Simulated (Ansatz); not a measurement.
WN3 (model structure, started from the ReO3 type, Pm-3m, No. 221, 4 atoms in the cell) was calculated with r²SCAN (plane waves, PAW; Ansatz, a program for electronic structure).

Numerical settings: plane-wave cutoff 560 eV, 14×14×14 k mesh, Fermi–Dirac smearing 0.05 eV, no spin polarisation, scalar-relativistic PAW data made under PBE.

Cell (relaxed at this level):

```yaml
crystal:
  lattice:
    - [3.92765, 0.00000, 0.00000]
    - [0.00000, 3.92765, 0.00000]
    - [0.00000, 0.00000, 3.92765]
  atoms:
    - { symbol: W, position: [0.00000, 0.00000, 0.00000] }
    - { symbol: N, position: [0.00000, 0.50000, 0.00000] }
    - { symbol: N, position: [0.50000, 0.00000, 0.00000] }
    - { symbol: N, position: [0.00000, 0.00000, 0.50000] }
```

Give the computed bulk modulus.


- bulk modulus = 208 GPa

Note: the run has no spin polarisation, so it can have missed a magnetic state; the bulk modulus is −V dP/dV from two relaxed cells at ±2 % in volume; the relaxation could raise the start's symmetry but not lower it, so the cell can be a saddle point.

Spin–orbit coupling is not included; it can open a gap where bands touch, and shift volumes and moduli.

The computed numbers hold no vibrational or temperature effects.

Cost on a shared machine: about 120 core-seconds (a rough figure).

A model structure was made by putting elements into a prototype or built by hand; it is no filed structure, need not be a known phase, and can be a saddle point held by its symmetry.
